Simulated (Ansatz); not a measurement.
Base system: CaZrF6 (space group Fm-3m, No. 225; a = 8.511 Å; a cell from a computed database, its experimental status unchecked).

Perturbation: a hydrostatic pressure of 0.7 GPa.

Levels (all Ansatz, a quantum-chemistry and plane-wave program, PAW): PBEsol (420 eV, no spin-orbit coupling); HSE06 (420 eV, no spin-orbit coupling).

The geometry is relaxed with PBEsol.

| Property | Result |
|---|---|
| PBEsol band gap | 7.04 eV |

### Question
How does going to HSE06 change the band gap?

### Answer
The band gap rises by 2.304 eV to 9.35 eV.

Single points use the geometry relaxed with PBEsol. Load acts through the strain it causes; cell and atoms are relaxed under it. Whether these cells are dynamically stable was not tested.
